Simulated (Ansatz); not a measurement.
Start from Mg in the hcp (Mg type) structure (space group P6_3/mmc, No. 194; a = 3.195 Å, c = 5.197 Å; relaxed with 0.1 eV smearing). Axes: x lies along a and z along c of the hexagonal cell.

All numbers come from Kohn–Sham DFT with the PBE functional, run in Ansatz (an electronic-structure program) with PAW and 420 eV plane waves, scalar-relativistic without spin-orbit coupling.

One thing is altered: uniaxial strain ε_zz = −3.00 %, all other strain components held at zero; the atoms relax in the strained cell.

Predict the stress tensor and what it implies for the stiffness.

Stress of the strained cell less that of the base (GPa, compression positive):
```
    0.7     0.0     0.0
    0.0     0.7     0.0
    0.0     0.0     2.2
```

Then −Δσ_ii/ε with ε = -0.0300 gives secant stiffness values (nonlinear terms included at this strain): C33 ≈ 73 GPa, C13 ≈ 23 GPa and C23 ≈ 23 GPa.

As a check, the harmonic strain energy −½ V₀ Δσ:ε is 4.7 meV/atom; the computed energy rise is 4.5 meV/atom.

No phonon test of stability was made.
